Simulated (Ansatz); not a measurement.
# What x(Al) = 0.75, 4 atoms, P4/mmm does to Cu

The parent structure is Cu in the fcc (Cu type) structure (space group Fm-3m, No. 225; a = 3.5768 Å).

The other end (x = 1) is Al in the fcc (Cu type) structure (space group Fm-3m, No. 225): 15.90 Å³/atom, gap zero.

Modification: Al replaces 75.0 % of the Cu, ordered in a cell of 4 atoms (starting symmetry P4/mmm) and fully relaxed.

Calculations: Ansatz (a first-principles code) r2SCAN, scalar-relativistic without spin-orbit coupling. k-mesh 17×17×6 (Γ-centred); smearing 0.05 eV (Fermi–Dirac), for the changed cell.

The volume per atom goes up by 3.17 Å³ to 14.61 Å³ and the density drops by 5.118 g/cm³ to 4.11 g/cm³. The shortest interatomic distance grows by 0.062 Å (2.529 Å → 2.591 Å) and the band gap stays zero. The mixing energy is -0.09 eV/atom (to 0.01 eV only: unlike meshes or grids) and the deviation of the volume from the linear (Vegard-type) interpolation amounts to -1.2 %.

Cost of the whole job for the changed cell (relaxation, final SCF and bands): very roughly 2.2 core-minutes.

These are small ordered cells, not random alloys; other orderings at the same x differ. Whether these cells are dynamically stable was not tested. All final runs are without spin polarisation.
